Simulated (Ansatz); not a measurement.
Consider GaN in the wurtzite structure (space group P6_3mc, No. 186; a = 3.1833 Å, c = 5.1839 Å). Axes: x lies along a and z along c of the hexagonal cell.

Level of theory: DFT with r2SCAN, PAW potentials and a 500 eV plane-wave cutoff in Ansatz (a quantum-chemistry and plane-wave program), spin-orbit coupling left out, earlier PAW set.

Base values:

Valence-band top at Γ: 0.00, 0.00, -0.04 eV
Band gap: 2.35 eV
Electron mass: 0.17 mₑ along c, 0.19 mₑ across (at Γ)

Now apply this change: uniaxial stress, 2 GPa tension along x; all other stress components relax to zero.

Task: What does the calculation give for the valence-band top at Γ after the change?

Result: The valence-band top at Γ (three highest levels, from the VBM) becomes 0.00, -0.04, -0.05 eV (base: 0.00, 0.00, -0.04 eV).

Task: Predict the new band gap.

Result: The band gap drops by 0.04 eV (2.35 eV → 2.31 eV).

Task: Estimate the effect on the secant Young's modulus along x.

Result: The secant Young's modulus along x amounts to 300 GPa.

Task: Predict the new electron mass.

Result: The electron mass goes from 0.17 mₑ along c, 0.19 mₑ across (at Γ) to 0.17 mₑ along z, 0.19 mₑ across (at Γ).

Load acts through the strain it causes; cell and atoms are relaxed under it. Masses are band curvatures over ±0.01 Å⁻¹ around the edge. Stability under load was not tested beyond the relaxation.
